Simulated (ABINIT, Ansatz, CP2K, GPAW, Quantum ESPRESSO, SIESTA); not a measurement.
**SrPd₂ (Fd-3m, 6 atoms in the cell) computed with different codes at matched settings**

Self-consistent single point.

```
CELL_PARAMETERS angstrom
      0.00000     3.93562     3.93562
      3.93562     0.00000     3.93562
      3.93562     3.93562     0.00000
ATOMIC_POSITIONS crystal
  Sr 0.75000 0.75000 0.75000
  Sr 0.50000 0.50000 0.50000
  Pd 0.12500 0.62500 0.12500
  Pd 0.12500 0.12500 0.12500
  Pd 0.62500 0.12500 0.12500
  Pd 0.12500 0.12500 0.62500
```

All programs got the same cell, k-point mesh and kind of occupations (in Ansatz's words: kpoints.mp_grid.grid = 7 7 7; scf.occupations.method = gaussian; scf.occupations.width = 0.136 eV); potentials, basis and cutoffs are each program's usual ones.

| code | model | pressure (GPa) | k-points | cutoff |
|---|---|---|---|---|
| GPAW | PBEsol, GPAW PAW datasets PBEsol (made by gpaw-setup) | -2.66 | 20 | 600 eV |
| ABINIT | PBEsol, PAW (JTH v2.0 PBE PAW, files made for PBE) | -3.31 | 20 | 24 Ha |
| Quantum ESPRESSO | PBEsol, GBRV 1.5 ultrasoft (PBESOL) pseudopotentials | -3.03 | 20 | 40 Ry |
| SIESTA | GGA PBEsol, numerical atomic orbitals DZP, PseudoDojo PBEsol standard norm-conserving potentials (rewritten from UPF to PSML) | 6.07 | 172 | grid 400 Ry |
| CP2K | PBEsol, GPW, DZVP-MOLOPT-SR-GTH basis, GTH-PBE potentials (GTH_POTENTIALS) | -2.21 | 172 | grid 500 Ry |
| Ansatz | PBEsol, PAW files made with PBE | -3.21 | 20 | default |

The spread over the programs that give each value: pressure within 9.38 GPa.

The starting cell comes from a database of computed structures (which also holds hypothetical and non-ambient phases and stackings), without a prior relaxation at this level. On Ansatz's run: Spin polarisation is off. In the base run, with a pressure of about -3 GPa the cell is away from its equilibrium volume at this level.

Why do the programs differ, and what cannot be compared?

Differences of this kind can come from the potentials, where these differ, and from what each basis and cutoff leave unconverged. The valence holds different numbers of electrons (GPAW 84, ABINIT 92, Quantum ESPRESSO 84, SIESTA 92, CP2K 92, Ansatz (a quantum-chemistry and plane-wave program) 92). The zero of total energies and Fermi levels follows the potentials and each program's conventions, so they are not compared here. SIESTA and CP2K use small atom-centred bases, whose incompleteness enters pressures, forces and empty levels differently from a plane-wave cutoff. Ansatz's pressure is given at a fixed set of plane waves, as the other plane-wave codes print theirs. The programs reduce the same mesh by symmetry to different extents, which changes the work and not the result. In the pressure, SIESTA (by 9.19) lies more than 1 GPa from the median of the plane-wave programs.

Left out of this page: Elk and FLEUR (not drawn, or without a comparable value).

Keys are those of Ansatz 0.2.
